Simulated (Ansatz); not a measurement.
**A computed series for hypothetical P4/nmm Zr2C: response to strain**

Base system: Zr$_{2}$C (space group P4/nmm, No. 129; a hypothetical phase, not in the database extracts checked).

```xyz
6
Lattice="3.6056 0.0000 0.0000 0.0000 3.6056 0.0000 0.0000 0.0000 6.9028" Properties=species:S:1:pos:R:3 pbc="T T T"
Zr     0.0000     0.0000     0.0000
Zr     1.8028     1.8028     0.0000
Zr     1.8028     0.0000     2.5543
Zr     0.0000     1.8028     4.3485
C      1.8028     0.0000     5.0318
C      0.0000     1.8028     1.8710
```

Cartesian axes are those of the cell as printed.

Strains are applied to the cell and any free atomic positions relax; under biaxial strain the out-of-plane vector relaxes too.

Level of theory: Ansatz (a first-principles code) PBE-D3(BJ), without spin-orbit coupling.

Notes on the quantities. energy relative to the base: free energy F; pressure: mean of the normal stresses, compression positive.

| change | energy relative to the base | pressure | volume per atom |
|---|---|---|---|
| base | 0 meV/atom | 0.0 GPa | 14.96 Å³ |
| biaxial strain +1.04 %, plane normal [001], relaxed out of plane | – | -2.4 GPa | 15.20 Å³ |
| isotropic strain −2.30 % | ___ | ___ | 13.95 Å³ |
| uniaxial strain ε_xx = +2.99 % | +9.8 meV/atom | -4.4 GPa | 15.40 Å³ |
| tensor shear ε_xz = +1.58 % | +4.4 meV/atom | 0.1 GPa | 14.95 Å³ |

Q: What belongs in the blanks?

A: 
- isotropic strain −2.30 %, energy relative to the base: +40 meV/atom
- isotropic strain −2.30 %, pressure: 13.5 GPa

Without a gap, meshes like the base's 13×13×7 leave anisotropic stresses uncertain by several tenths of a GPa, and small strain energies with them. Stability against distortions was not tested. All final runs are without spin polarisation. The D3 term's C6 switches between coordination references near this geometry, which can add small steps to energies.
